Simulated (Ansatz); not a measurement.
Input and output of a self-consistent single point for ZnCu₂SnSe₄ (I-4, 8 atoms in the cell) (Ansatz, a first-principles code).

Method of the run: PBE, PAW files (plane waves; Ansatz).

```
CELL_PARAMETERS angstrom
     -2.92892     2.92892     5.82593
      2.92892    -2.92892     5.82593
      2.92892     2.92892    -5.82593
ATOMIC_POSITIONS crystal
  Zn 0.75000 0.25000 0.50000
  Cu 0.25000 0.75000 0.50000
  Cu 0.00000 0.00000 0.00000
  Sn 0.50000 0.50000 0.00000
  Se 0.62975 0.63653 0.52624
  Se 0.36347 0.88971 0.99322
  Se 0.11029 0.10351 0.47376
  Se 0.89649 0.37025 0.00678
```

Reference input (self-consistent single point, DFT, PBE, plane waves, PAW files): basis.ecutwfc = 420 eV; kpoints.mp_grid.grid = 4 4 4; hamiltonian.xc = pbe; hamiltonian.pseudopotentials = {kind: paw} (the program's default PAW files); scf.occupations.method = methfessel_paxton; scf.occupations.width = 0.272 eV. This run's input differs from it in these lines:

Ansatz 0.2 input:
```diff
@@ -23,3 +23,3 @@
 scf:
-  occupations: { method: methfessel_paxton, width: 0.272 }
+  occupations: { method: methfessel_paxton, width: 0.8 }
 output:
```

Output, abridged:

```
SCF iter   1: F=—  HF=-44474.269822 eV  |F-HF|=—  |Δ(HF+E_count)|=         —  Δρ=5.43e-2  dr2=5.27e0  ethr=3.10e-3  ⟨swp⟩=7.4  Hψ=4487  notcnv=0
all-band conjugate gradients solve this SCF's bands
preconditioner: auto → Resta (q_TF=auto, 2.533 Å⁻¹)
SCF iter   2: F=—  HF=-44473.486835 eV  |F-HF|=—  |Δ(HF+E_count)|=   7.83e-1  S|Δr|=    0.00e0  Δρ=5.62e-2  dr2=3.55e0  ethr=3.10e-3  ⟨swp⟩=2.0  Hψ=1891  notcnv=0  defer=82
   [... lines left out ...]
SCF iter   8: F=—  HF=-44472.959024 eV  |F-HF|=—  |Δ(HF+E_count)|=   9.44e-5  S|Δr|=    0.00e0  Δρ=7.31e-5  dr2=1.09e-5  ethr=1.42e-7  ⟨swp⟩=2.0  Hψ=1460  notcnv=0  defer=79
SCF iter   9: F=—  HF=-44472.959007 eV  |F-HF|=—  |Δ(HF+E_count)|=   1.72e-5  S|Δr|=    0.00e0  Δρ=2.56e-5  dr2=1.23e-6  ethr=8.48e-9  ⟨swp⟩=2.0  Hψ=1390  notcnv=0  defer=79
SCF iter  10: F=-44472.959007 eV  HF=-44472.959007 eV  |F-HF|=8.40e-8  |Δ(HF+E_count)|=   4.59e-7  S|Δr|=    0.00e0  Δρ=8.56e-6  dr2=9.57e-8  ethr=7.81e-11  ⟨swp⟩=10.4  Hψ=6117  notcnv=0
SCF 1 converged in 10 iterations: F = -44472.959007 eV  dr2 = 9.57e-8
Stability not checked (fill_not_monotonic)
Free energy (F): -44472.959007 eV
Internal energy: -44473.323788 eV  (E = F + TS)
E sigma→0 (E₀):  -44473.050202 eV
Entropy (-TS):   0.364781 eV (45.598 meV/atom)
Fermi energy:    7.363780 eV
--- Forces (eV/Å), atoms counted from 1 ---
  atom   1  Zn    -0.00000000     0.00000000     0.00000000
  atom   2  Cu     0.00000000    -0.00000000     0.00000000
  atom   3  Cu    -0.00000000    -0.00000000     0.00000000
  atom   4  Sn     0.00000000    -0.00000000     0.00000000
   [... lines left out ...]
  atom   8  Se    -0.00023724     0.16113353     0.01452874
--- Stress (GPa, compression-positive) ---
       -2.394736      -0.000000      -0.000000
        0.000000      -2.394736      -0.000000
       -0.000000      -0.000000      -2.330100
  P = ⅓ Tr σ = -2.3732 GPa (-23.732 kbar)
  The stress holds the Pulay correction. Without it, at fixed plane waves, as pw.x and ABINIT print it: P = -2.4187 GPa
```

The run converged in 10 iterations. Against the reference run the free energy goes up by 18.4 meV/atom, the pressure goes from -2.18 to -2.37 GPa and the largest force goes from 0.075 to 0.162 eV/Å.

The starting cell comes from a database of computed structures (which also holds hypothetical and non-ambient phases and stackings), without a prior relaxation at this level. Its lattice was rescaled by a random factor within 2.5 % of one. Spin polarisation is off. Ansatz's pressure includes its estimate of the finite-basis (Pulay) stress. The run gives no clean gap (levels at the Fermi energy touch, overlap or are partly filled at this smearing), which alone does not show that the compound is a metal.
